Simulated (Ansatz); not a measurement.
Consider the following.

```yaml
crystal:
  lattice:
    - [3.98563, 0.00000, 0.00000]
    - [0.00000, 3.98563, 0.00000]
    - [1.99282, -1.99282, 2.69004]
  atoms:
    - { symbol: Mg, position: [0.00000, 0.00000, 0.00000] }
    - { symbol: Se, position: [0.50000, 0.50000, 0.00000] }
```

No spin polarisation.

Computed with DFT with r2SCAN, PAW potentials and a 500 eV plane-wave cutoff in Ansatz (a first-principles code), no spin-orbit coupling. Γ-centred 10×10×10 mesh, Fermi–Dirac width 0.05 eV.

Task: What space group does the calculation give?

Result: I4/mmm (No. 139).

Task: Estimate the smallest direct gap.

Result: 3.07 eV.

The cells carry an imposed strain or load. Whether these cells are dynamically stable was not tested. The cell was made from MgSe in the rock salt structure (space group Fm-3m, No. 225) by this change: biaxial strain +3.00 %, plane normal [001], relaxed out of plane.
